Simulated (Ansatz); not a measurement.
An Ansatz (a quantum-chemistry and plane-wave program) run: Mg2Ge with a change (isotropic strain −3.12 %); PBEsol, PAW, 420 eV (Ansatz; spin-orbit coupling left out), earlier PAW set.

Input:

Ansatz 0.2 input:
```yaml
crystal:
  lattice:
    - [0, 3.0827079045, 3.0827079045]
    - [3.0827079045, 0, 3.0827079045]
    - [3.0827079045, 3.0827079045, 0]
  atoms:
    - { symbol: Ge, position: [0, 0, 0] }
    - { symbol: Mg, position: [0.25, 0.25, 0.25] }
    - { symbol: Mg, position: [0.75, 0.75, 0.75] }
basis: { ecutwfc: 420, ecutrho_ratio: 4, xc_grid: 2, fft_grid_basis: typed }
kpoints: { mp_grid: { grid: [13, 13, 13] } }
hamiltonian:
  xc: pbesol
  dispersion: none
  pseudopotentials: { azcp: { folder: ./paw }, kind: paw }
scf: { occupations: { method: fermi_dirac, width: 0.05 }, convergence: { dr2_threshold: 0.0000000003 } }
relax: { f_tol: 0.005, max_steps: 50 }
output: { forces: true, stress: true }
checkpoint: { write: state.ck, write_every: 1000 }
```

Output:

```
Relaxation: its limit of steps is 50 (relax.max_steps)
WARN ansatz: RAYON_NUM_THREADS=1 ignored (pool sized by the plan → 1); use --threads N
Pseudopotentials: kind: paw
Pseudopotential: Ge, paw, valence charge 14
Pseudopotential: Mg, paw, valence charge 10
Functional definition: PBEsol
Crystal: 3 atoms, lattice volume = 58.590 Å³
Basis set: ecut = 420 eV, 1139 PW (Γ), exchange–correlation on 60×60×60 points (8 copies of the dense FFT grid, shifted against one another)
Bands: 21, of which v1, the nominal top of the filled ones, is band 17 counted from 1 (16 counted from 0)
Symmetry: 48 space group operations
Space group: Fm-3m (ITA 225), of the structure as read, at distance tolerance 3.9e-5 Å
k-points: 84 of 2197
PAW frozen core: Ge, regenerated for the run's functional, and the local potential with it
PAW frozen core: Mg, regenerated for the run's functional, and the local potential with it
Initial density: superposition of atomic densities (chi_scale 0.1, normalization cell, long waves kept (reshape's long-wave potential 0.00 eV rms))
Initial wavefunctions: pseudopotential atomic-orbital guess
Eigensolver: davidson
Functional: x = pbesol(κ = 0.804, μ = 0.12345679012345678), c = pbesol(β = 0.046)
SCF iter   1: F=—  HF=-8078.459691 eV  |F-HF|=—  |Δ(HF+E_count)|=         —  Δρ=3.54e-2  dr2=5.89e-1  ethr=3.10e-3  ⟨swp⟩=6.0  Hψ=7828  notcnv=0
all-band conjugate gradients solve this SCF's bands
preconditioner: auto → none
SCF iter   2: F=—  HF=-8078.352915 eV  |F-HF|=—  |Δ(HF+E_count)|=   1.07e-1  Δρ=1.41e-2  dr2=8.73e-2  ethr=1.73e-3  ⟨swp⟩=2.0  Hψ=3528  notcnv=0
SCF iter   3: F=—  HF=-8078.362678 eV  |F-HF|=—  |Δ(HF+E_count)|=   9.76e-3  Δρ=3.24e-3  dr2=4.85e-3  ethr=2.57e-4  ⟨swp⟩=2.0  Hψ=2856  notcnv=0
SCF iter   4: F=—  HF=-8078.361654 eV  |F-HF|=—  |Δ(HF+E_count)|=   1.02e-3  Δρ=1.48e-3  dr2=4.80e-4  ethr=1.43e-5  ⟨swp⟩=2.0  Hψ=2925  notcnv=0
SCF iter   5: F=—  HF=-8078.362016 eV  |F-HF|=—  |Δ(HF+E_count)|=   3.62e-4  Δρ=2.69e-4  dr2=3.46e-5  ethr=1.41e-6  ⟨swp⟩=2.0  Hψ=2521  notcnv=0
SCF iter   6: F=—  HF=-8078.361992 eV  |F-HF|=—  |Δ(HF+E_count)|=   2.45e-5  Δρ=2.31e-5  dr2=1.08e-7  ethr=1.02e-7  ⟨swp⟩=2.0  Hψ=2521  notcnv=0
SCF iter   7: F=—  HF=-8078.361993 eV  |F-HF|=—  |Δ(HF+E_count)|=   1.18e-6  Δρ=3.58e-6  dr2=3.47e-9  ethr=3.17e-10  ⟨swp⟩=2.0  Hψ=3171  notcnv=0
SCF iter   8: F=-8078.361993 eV  HF=-8078.361993 eV  |F-HF|=8.91e-11  |Δ(HF+E_count)|=   1.25e-9  Δρ=3.31e-7  dr2=8.81e-11  ethr=1.00e-12  ⟨swp⟩=5.0  Hψ=6712  notcnv=0
SCF 1 converged in 8 iterations: F = -8078.361993 eV  dr2 = 8.81e-11
relax step   1: F+E_penalty+E_count = -8078.36199275 eV  Δ(F+E_penalty+E_count) = +0.000e0 eV  max|allowed force component| = 4.009e-17 eV/Å  Δτ_max = 0.0000 Å  (8 SCF iters, accepted)
the relaxation is at rest under the 48 symmetry operations that the run kept from its start: a minimum is not shown …
SCF converged after 8 iterations
Free energy (F): -8078.361993 eV
Harris-Foulkes:  -8078.361993 eV  (|F-HF|=8.91e-11)
Internal energy: -8078.360941 eV  (E = F + TS)
E sigma→0 (E₀):  -8078.361467 eV
Entropy (-TS):   -0.001052 eV (-0.351 meV/atom)
Fermi energy:    7.844728 eV
--- Per-component energies (eV) ---
  E_band       = -816.178802
  E_kinetic    = 236.656051
  E_local      = -5548.551499  (includes V_loc(G=0)·N_el)
  E_nonlocal   = 610.615425
  E_hartree    = 2198.212086
  E_xc         = -125.698525
  E_vxc        = -136.034938  (∫ρ·V_xc dr)
  E_paw        = -2551.467767  (= ΣΔE_a)
  E_vpaw       = -375.287244  (= ΣTr[D̂ρ^β])
  E_aug_tail   = -0.000272  (compensation charges beyond the density's cutoff)
  E_ewald      = -2899.162102
  E_core_change = 1.035662  (= ΣΔE_core)
  E_smearing   = -0.001052  (= −TS)
  E_closure    = 0.000000  (closes the sum)
  Σ components = -8078.361993   (vs F -8078.361993, Δ=0.00e0)
  [band-id]    e_kinetic+e_local+e_nonlocal+2·e_hartree+e_vxc+e_vpaw+e_augmentation_tail = -816.178305   (vs E_band -816.178802, Δ=4.97e-4)
--- Forces (eV/Å), atoms counted from 1 ---
  atom   1  Ge    -0.00000000     0.00000000    -0.00000000
  atom   2  Mg     0.00000000    -0.00000000    -0.00000000
  atom   3  Mg     0.00000000    -0.00000000    -0.00000000
  max |Σ_I F_I| component: 1.20e-16 eV/Å
--- Stress (GPa, compression-positive) ---
        6.068255      -0.000000       0.000000
       -0.000000       6.068255       0.000000
        0.000000      -0.000000       6.068255
  P = ⅓ Tr σ = 6.0683 GPa (60.683 kbar)
  The stress holds the Pulay correction. Without it, at fixed plane waves, as pw.x and ABINIT print it: P = 6.0554 GPa
  The stress includes an estimate of the error left by incomplete SCF convergence (largest component -0.0001 GPa).
--- Band table ---
  band table: none
--- Relaxed structure (1 steps of the walk, 1 accepted, 0 SCFs on fresh bases) ---
  F+E_penalty+E_count = -8078.36199275 eV   max|allowed force component| = 4.009e-17 eV/Å
  atoms:
    - { symbol: Ge, position: [0.0, 0.0, 0.0] }
    - { symbol: Mg, position: [0.24999999999999997, 0.24999999999999997, 0.24999999999999997] }
    - { symbol: Mg, position: [0.75, 0.75, 0.75] }
```

No phonon test of stability was made. All final runs are without spin polarisation. The cell was made from Mg₂Ge in the anti-fluorite structure (space group Fm-3m, No. 225) by this change: isotropic strain −3.12 %.
